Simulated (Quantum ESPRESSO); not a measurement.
## Quick settings and what they miss: SbPd3 (Pm-3m, 4 atoms in the cell)

Self-consistent single point.

```xyz
4
Lattice="4.0756 0.0000 0.0000 0.0000 4.0756 0.0000 0.0000 0.0000 4.0756" Properties=species:S:1:pos:R:3 pbc="T T T"
Sb     0.0000     0.0000     0.0000
Pd     0.0000     2.0378     2.0378
Pd     2.0378     0.0000     2.0378
Pd     2.0378     2.0378     0.0000
```

Level of theory: LDA (PZ), GBRV 1.5 ultrasoft (LDA) pseudopotentials (plane waves; Quantum ESPRESSO 7.5).

Base settings: ecutwfc = 40 Ry; ecutrho = 320 Ry; occupations = smearing; smearing = gaussian; degauss = 0.0073499 Ry; potentials = {Sb: sb_lda_v1.4.uspp.F.UPF, Pd: pd_lda_v1.4.uspp.F.UPF}; K_POINTS = automatic 6 6 6 0 0 0; conv_thr = 1e-10 Ry; mixing_beta = 0.4.

Tight run (finer mesh or higher cutoff; not a proven limit): ecutwfc: 40 Ry → 56 Ry; ecutrho: 320 Ry → 448 Ry; conv_thr: 1e-10 Ry → 7.3e-11 Ry; K_POINTS: automatic 6 6 6 0 0 0 → automatic 9 9 9 0 0 0. It gave Fermi level (on the code's own zero) 17.13 eV; pressure -12.83 GPa.

Quick runs, as changes from the base:
- A: the base itself
- B: ecutwfc: 40 Ry → 20 Ry; ecutrho: 320 Ry → 160 Ry; smearing: gaussian → fermi-dirac; degauss: 0.0073499 Ry → 0.019992 Ry; K_POINTS: automatic 6 6 6 0 0 0 → automatic 8 8 8 0 0 0
- C: ecutwfc: 40 Ry → 45 Ry; ecutrho: 320 Ry → 360 Ry; smearing: gaussian → methfessel-paxton; degauss: 0.0073499 Ry → 0.0099958 Ry; conv_thr: 1e-10 Ry → 7.3e-05 Ry; pseudopotentials: {Sb: sb_lda_v1.4.uspp.F.UPF, Pd: pd_lda_v1.4.uspp.F.UPF} → {Sb: sb_pbe_v1.4.uspp.F.UPF, Pd: Pd_ONCV_PBE-1.0.oncvpsp.upf}; input_dft: default → pbesol [PBEsol]
- D: ecutwfc: 40 Ry → 28 Ry; ecutrho: 320 Ry → 224 Ry; K_POINTS: automatic 6 6 6 0 0 0 → automatic 8 8 8 1 1 1
- E: ecutwfc: 40 Ry → 45 Ry; ecutrho: 320 Ry → 360 Ry; conv_thr: 1e-10 Ry → 7.3e-05 Ry; pseudopotentials: {Sb: sb_lda_v1.4.uspp.F.UPF, Pd: pd_lda_v1.4.uspp.F.UPF} → {Sb: sb_pbe_v1.4.uspp.F.UPF, Pd: Pd_ONCV_PBE-1.0.oncvpsp.upf}; K_POINTS: automatic 6 6 6 0 0 0 → automatic 3 3 3 1 1 1; input_dft: default → pbesol [PBEsol]
- F: ecutwfc: 40 Ry → 28 Ry; ecutrho: 320 Ry → 224 Ry; degauss: 0.0073499 Ry → 0.0099958 Ry; K_POINTS: automatic 6 6 6 0 0 0 → automatic 4 4 4 0 0 0

Energies are extrapolated to zero smearing width, which holds to low order in the width alone (under cold and Methfessel-Paxton smearing the free energy itself is taken).

Dashes: energy of C, E, another energy zero; pressure of C, E, not trusted under this conv_thr with d or f elements.

† marks runs with another functional, U, potentials or spin treatment: their distance from the tight run is not a convergence error alone.

The count of work is k-points × plane waves × bands × iterations; it is no time. 

The starting cell comes from a database of computed structures (which also holds hypothetical and non-ambient phases and stackings), without a prior relaxation at this level. Its lattice was rescaled by a random factor within 2.5 % of one. Spin polarisation is off. In the base run, with a pressure of about -13 GPa the cell is away from its equilibrium volume at this level.

| run | energy less tight (meV/atom) | pressure less tight (GPa) | count of work / tight |
|---|---|---|---|
| A | 8.7 | 0.00 | 0.32 |
| B | 16159.6 | -652.16 | 0.21 |
| C† | – | – | 0.19 |
| D | 919.7 | -68.44 | 0.20 |
| E† | – | – | 0.038 |
| F | 945.4 | -69.75 | 0.096 |

Among the runs at the tight run's level, the energy misses run from 8.7 to 16159.6 meV/atom.
